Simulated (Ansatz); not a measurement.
The starting structures come from a database of crystals and need not be the phases stable at ambient conditions.

 Where the default PAW files enter, the runs use the earlier of Ansatz's two default sets.

The decay constant κ of evanescent states in the gap governs leakage through a thin film.

Here is the system:

```
SnTl2F6
1.0
    6.30658     0.00000     0.00000
   -3.15329     5.46166     0.00000
    0.00000     0.00000     4.94811
Tl Sn F
2 1 6
Direct
  0.66667   0.33333   0.29382
  0.33333   0.66667   0.70618
  0.00000   0.00000   0.00000
  0.84655   0.69310   0.77762
  0.15345   0.30690   0.22238
  0.30690   0.15345   0.77762
  0.69310   0.84655   0.22238
  0.84655   0.15345   0.77762
  0.15345   0.84655   0.22238
```

Space group of this cell: P-3m1. The cell was relaxed by PBE-D3(BJ); by r2SCAN its mean pressure is -4.0 GPa.

Transport runs along the normal of the first two printed cell vectors, the (001) plane of the conventional cell.

The gap is the functional's own. No spin-orbit coupling. Mid-gap values are interpolated on the energy grid.

Question: Give the band gap and the smallest decay constant κ at mid-gap that r2SCAN (Ansatz, a first-principles code) yields.

Answer: Gap 5.05 eV on a 6×6×6 mesh; κ = 0.520 1/Å, at the zone centre.
